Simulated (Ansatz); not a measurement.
SrVO3 under a change: pressure 1.5 GPa

Base system: SrVO3 in the cubic perovskite structure (space group Pm-3m, No. 221; a = 3.841 Å; ferromagnetic).

Perturbation: a hydrostatic pressure of 1.5 GPa.

Computed with r2SCAN (Ansatz, a program for electronic structure; PAW; 500 eV plane waves; scalar-relativistic without spin-orbit coupling). Settings: 12×12×12 k-points, 0.05 eV Fermi–Dirac smearing.

| quantity | base | changed | shift |
|---|---|---|---|
| volume per atom | 11.33 Å³ | 11.25 Å³ | -0.08 Å³ |
| lattice parameter a | 7.258 bohr | 7.240 bohr | -0.018 bohr |
| shortest interatomic distance | 3.629 bohr | 3.620 bohr | -0.009 bohr |
| enthalpy H = E + PV relative to the base's energy | – | +0.11 eV/atom | – |
| band gap | zero | zero | – |
| magnetic state | ferromagnetic | ferromagnetic | – |

The magnetic state is the one reached from the starting moments; the real material's order can differ, and small cells can't hold many antiferromagnetic ones. Load acts through the strain it causes; cell and atoms are relaxed under it. Stability against distortions was not tested. No Hubbard U is applied, and correlation can decide whether such a compound is a metal.
